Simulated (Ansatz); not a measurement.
Computed paths: N vacancy in wurtzite AlN, charge state +1

Defect migration in wurtzite AlN: N vacancy, charge state +1. Method: PBE, PAW (plane waves to 420 eV; Ansatz, a program for electronic structure).

Cell of 72 host sites held at the relaxed PBE lattice; the Γ point alone; Fermi-Dirac width 0.01 eV, spin-restricted; finite-size errors left in. Energies are static. The charge state is imposed; whether it is stable for some Fermi level was not computed. Forms of the defect that were not tried may lie lower.

Barriers: single points on a 2×2×2 k-point mesh shifted by half a step along c at the bands' geometries (they differ from the bands' own by up to 0.47 eV, and are uncertain by about as much).

```json
[
 {"Route": "one N atom jumps into the vacancy from a nearby N site", "Start site over the lowest site run (eV)": "0.00", "Hop (Å)": "3.12", "Forward barrier (eV)": "4.33", "Backward barrier (eV)": "4.33", "Neighbours at the start": "Al at 1.88, Al at 1.90, 2 Al at 1.92 Å", "Neighbours at the saddle": "Al at 1.78, Al at 2.16, Al at 2.17, 2 Al at 2.25 Å", "Saddle order": "not checked, on a symmetry element", "Forward, on the band's own sampling (eV)": "3.86"},
 {"Route": "one N atom jumps into the vacancy from a nearby N site", "Start site over the lowest site run (eV)": "0.00", "Hop (Å)": "3.08", "Forward barrier (eV)": "4.45", "Backward barrier (eV)": "4.45", "Neighbours at the start": "2 Al at 1.90, 2 Al at 1.92 Å", "Neighbours at the saddle": "Al at 1.76, Al at 1.85 Å", "Saddle order": "not checked, on a symmetry element", "Forward, on the band's own sampling (eV)": "4.17"}
]
```

Paths come from CI-NEB runs. Of the routes that converged and passed our checks, the lowest saddle point lies 4.33 eV above the lowest of the sites run (one N atom jumps into the vacancy from a nearby N site); other sites, such as split forms, and other routes may lie lower. A band can be held on a symmetry element, so unchecked saddle points there may be too high.
